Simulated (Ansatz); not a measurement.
Start from TiC in the rock salt structure (space group Fm-3m, No. 225; a = 4.328 Å; relaxed with 0.1 eV smearing). Axes: x, y, z lie along the cube axes.

The values are results of Kohn–Sham DFT with the r2SCAN functional, run in Ansatz (a first-principles code) with PAW and 500 eV plane waves, no SOC, not measurements.

Before the change:

Pressure: 0.0 GPa

Perturbation: strain tensor (xx, yy, zz, yz, xz, xy) = (−0.65, −1.70, +1.31, −1.73, +0.68, +0.34) %; the atoms relax in the strained cell.

**Question.** Estimate the effect on the pressure and energy relative to the base.

**Answer.** The pressure (mean of the normal stresses, compression positive) goes from zero to 3.3 GPa; the energy rises by 15 meV/atom.

Whether these cells are dynamically stable was not tested. The final runs are not spin-polarised.
